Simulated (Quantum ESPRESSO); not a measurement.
## A series of runs on a sheet of Ta2N (3 atoms in the cell)

```
CELL_PARAMETERS angstrom
      2.89165     0.00000     0.00000
     -1.44582     2.50424     0.00000
      0.00000     0.00000    16.35107
ATOMIC_POSITIONS crystal
  N  0.00000 0.00000 0.50000
  Ta 0.33333 0.66667 0.57189
  Ta 0.66667 0.33333 0.42811
```

Base run A: PBE, PseudoDojo standard norm-conserving (PBE) pseudopotentials in Quantum ESPRESSO, self-consistent single point.

Its settings: ecutwfc = 85 Ry; occupations = smearing; smearing = mp; degauss = 0.019992 Ry; potentials = {N: N.upf, Ta: Ta.upf}; K_POINTS = automatic 9 9 1 0 0 0; conv_thr = 1e-10 Ry; mixing_beta = 0.3.

The starting cell was generated: these elements placed on a structure prototype, without a prior relaxation; it need not be a known phase or ordering of this composition. Spin polarisation is off; with an odd number of electrons in the cell that forces a metal, and a magnetic state may lie lower. In the base run, forces exceed 1 eV/Å.

ΔF is the free energy per atom less that of run A. 

Run A gave: largest force (eV/Å) 2.801; iterations 15.

Runs:
- B: mixing_beta, mixing_mode = 0.2, plain
- C: mixing_beta, mixing_mode = 0.5, plain
- D: mixing_beta, mixing_mode = 0.2, TF
- E: mixing_beta, mixing_mode = 0.5, TF
- F: mixing_beta, mixing_mode = 0.2, local-TF
- G: mixing_beta, mixing_mode = 0.5, local-TF

Question: Which runs reach the base run's state, and which is quickest in iterations?

Answer: Runs B, C, D, E, F, G ended on the same solution as A (within 1 meV/atom). The fewest iterations to that state were 13 (C); the most were 40.

| run | ΔF (meV/atom) | largest force (eV/Å) | iterations |
|---|---|---|---|
| A | 0.00 | 2.801 | 15 |
| B | 0.00 | 2.801 | 15 |
| C | 0.00 | 2.801 | 13 |
| D | 0.00 | 2.801 | 40 |
| E | 0.00 | 2.801 | 26 |
| F | 0.00 | 2.801 | 23 |
| G | 0.00 | 2.801 | 16 |
